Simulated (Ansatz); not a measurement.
Functionals compared on a constructed model of the (0001) surface of hcp Co, ferromagnetic, a pseudomorphic layer of Zn in the host's stacking (bottom of the slab: a bare face, its two planes held), in Ansatz (plane waves, PAW). The structure was relaxed with PBE; the other rows are single points on it. Cutoff 420 eV.

Slab: 7 atoms, 12.2 Å thick at the start with caps and adatoms (thin: gaps and levels are the slab's own); k 17x17x1, smearing 0.1 eV, dipole-corrected; 2 atoms held, the rest relaxed; symmetry of the start imposed; spin-polarised, ending with about 9.7 μB a cell; orders that need a larger cell were not tried, no spin-orbit, no U. In PBE it is, or lies within 0.01 eV a 1x1 cell of, the lowest of the 2 structures of its composition computed so far; subsurface sites and larger cells were not tried. These notes are the PBE run's.

```
functional  work function of the top face (eV)  magnetic moment of the cell (μB)   rough cost of the single point
----------  ----------------------------------  --------------------------------  -------------------------------
PBE                                       4.57                              9.73                                –
RPBE                                (withheld)                              9.80  around 100 core-seconds (rough)
```

Fill in the missing entries.


- RPBE, work function of the top face (eV): 4.43

Ansatz is a first-principles code.
